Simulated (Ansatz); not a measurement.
# Al in the fcc (Cu type) structure (space group Fm-3m, No. 225)

```cif
data_Al
_chemical_formula_sum 'Al1'
_space_group_name_H-M_alt 'P 1'
_space_group_IT_number 1
_cell_length_a 2.85670
_cell_length_b 2.85670
_cell_length_c 2.85670
_cell_angle_alpha 60.000
_cell_angle_beta 60.000
_cell_angle_gamma 60.000
loop_
_space_group_symop_operation_xyz
  'x, y, z'
loop_
_atom_site_label
_atom_site_type_symbol
_atom_site_fract_x
_atom_site_fract_y
_atom_site_fract_z
_atom_site_occupancy
Al1 Al 0.00000 0.00000 0.00000 1
```

Calculations: PBE (Ansatz, a quantum-chemistry and plane-wave program; PAW; 420 eV plane waves; no SOC), earlier PAW set. Γ-centred 20×20×20 mesh, Fermi–Dirac width 0.05 eV.

```json
{
 "volume_per_atom": "16.48 Å³",
 "density": "2.72 g/cm³",
 "band_gap": "zero",
 "total_energy": "-537.503 eV/atom (σ→0; compares only within this code and set-up)"
}
```

Whether these cells are dynamically stable was not tested.
